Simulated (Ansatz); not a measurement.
Take Ta in the bcc (W type) structure (space group Im-3m, No. 229; a = 3.282 Å; relaxed with 0.1 eV smearing) as the base.

Structures relaxed with PBEsol/PAW in Ansatz (a program for electronic structure), without spin-orbit coupling.

Base:

Simulated powder pattern, Co Kα, λ = 1.79026 Å (kinematic, ideal powder, no thermal factors, no anomalous dispersion; the 14 strongest lines at most, above 2 %, up to 2θ = 90°):

```tsv
2θ (°)	I/Imax (%)	hkl
45.37	100	(110)
66.11	17	(200)
83.83	38	(211)
```

Modification: the cell is scaled by 1.0050 in all directions; the atoms relax in the strained cell.

After the change:

Simulated powder pattern, Co Kα, λ = 1.79026 Å (kinematic, ideal powder, no thermal factors, no anomalous dispersion; the 14 strongest lines at most, above 2 %, up to 2θ = 90°):

```tsv
2θ (°)	I/Imax (%)	hkl
45.13	100	(110)
65.74	17	(200)
83.32	38	(211)
```

The indices refer to the base's conventional cell; one index is shown for lines that coincide.

Stability against distortions was not tested. All final runs are without spin polarisation.
